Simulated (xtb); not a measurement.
xtb 6.7.1, GFN2-xTB: Al(Me)2(Cl) triplet ([CH3][Al]([CH3])[Cl]), charge 0, multiplicity 3, 10 atoms. The geometry is a generated start, not checked to be a minimum at this level.

```
Item                      Result
-----------------  -------------
run flags                 --grad
method                  GFN2-xTB
--acc                1 (default)
--etemp (K)        300 (default)
basis functions               34
valence electrons             24
```

```xyz
10

Al    -0.3776     0.4274    -0.3854
C      1.4705    -0.0330    -0.9872
H      1.7331    -1.0552    -0.7030
H      2.2251     0.6161    -0.5312
H      1.6021     0.0528    -2.0701
C     -1.1698    -0.3072     1.2914
H     -1.6978    -1.2503     1.1169
H     -1.8943     0.3694     1.7535
H     -0.3990    -0.5214     2.0359
Cl    -1.4923     1.7015    -1.5208
```

Charge 0 and multiplicity 3 are set for this test and not shown to be the ground state. GFN-xTB has no spin term: --uhf 2 sets the occupations alone.

One run each on 1 thread. Values of broydamp tried: 0.02, 0.05, 0.1, 0.2, 0.4 (default), 0.6, 0.8, 1.

Q: How does the count of SCC iterations change with broydamp, and where is it least?

A: Fewest SCC iterations: 0.4 (default) with 19. The count rises to 36 at 0.02. All converge to one solution.

```csv
broydamp,SCC iterations,end
0.02,36,same solution
0.05,36,same solution
0.1,32,same solution
0.2,22,same solution
0.4 (default),19,same solution
0.6,21,same solution
0.8,21,same solution
1,21,same solution
```
